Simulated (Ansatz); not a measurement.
# CdSe, response to strain

The reference is CdSe in the wurtzite structure (space group P6_3mc, No. 186; a = 4.383 Å, c = 7.155 Å). Axes: x lies along a and z along c of the hexagonal cell.

Strains are applied to the cell and any free atomic positions relax; under biaxial strain the out-of-plane vector relaxes too.

All numbers come from PBE (Ansatz, a quantum-chemistry and plane-wave program), without spin-orbit coupling, earlier PAW set.

Notes on the quantities. pressure: mean of the normal stresses, compression positive.

| case | volume per atom | pressure | band gap |
|---|---|---|---|
| base | 29.76 Å³ | 0.00 GPa | 0.54 eV |
| biaxial strain −2.94 %, plane normal [001], relaxed out of plane | 28.73 Å³ | 1.59 GPa | 0.49 eV |
| biaxial strain −0.20 %, plane normal [001], relaxed out of plane | 29.69 Å³ | 0.10 GPa | 0.54 eV |
| isotropic strain −2.38 % | 27.68 Å³ | 3.82 GPa | 0.70 eV |
| isotropic strain +3.74 % | 33.22 Å³ | -3.79 GPa | 0.31 eV |
| isotropic strain +3.81 % | 33.29 Å³ | -3.84 GPa | 0.30 eV |

Stability against distortions was not tested.
